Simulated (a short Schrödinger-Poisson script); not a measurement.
Solved with a short Schrödinger-Poisson script written for these runs: 1D Poisson equation in equilibrium, electrons quantum, Hartree (BenDaniel-Duke, 40 states a valley, the channel's in-plane mass for all, wave functions free to enter the barrier), parabolic valleys, classical holes, donors ionised by Fermi statistics, acceptors fully, no traps, pinning or gate leakage.

System: gated Al0.4Ga0.6As/GaAs modulation-doped gas, at 20 K.

From the gate side: 30 nm Al0.4Ga0.6As; 10 nm Al0.4Ga0.6As, donors 2.1e18 cm⁻³; 10 nm Al0.4Ga0.6As; 6000 nm GaAs, acceptors 4e14 cm⁻³.

The device is made up for the run: typed textbook-type constants, with dimensions and the other settings drawn at random. Al0.4Ga0.6As: permittivity 11.76, conduction-band edge (eV) 0.316, gap (eV) 1.923, electron mass (mₑ) 0.1002, Nv at 300 K (cm⁻³) 9e18. GaAs: permittivity 12.9, conduction-band edge (eV) 0, gap (eV) 1.424, Nv at 300 K (cm⁻³) 9e18.

Channel valleys (confinement mass, in-plane density-of-states mass, number): Γ 0.067, 0.067, 1. At the gate the conduction-band edge of layer 1 lies 1.07 eV − eVg above the Fermi level of the channel; the field vanishes at the back. Donor level 0.006 eV below the band edge. The barrier under the gate holds no holes. Gaps are held at their typed values at every temperature. Mesh 0.08 nm at interfaces.

Question: Give the sheet density of all electrons at Vg = 0 V (cm⁻²); the sheet density of all electrons at Vg = 0.5 V (cm⁻²); the gate voltage at 1e11 electrons/cm² (V).

Answer: sheet density of all electrons at Vg = 0 V (cm⁻²): 3.25e11; sheet density of all electrons at Vg = 0.5 V (cm⁻²): 9.12e11; gate voltage at 1e11 electrons/cm² (V): -0.20.
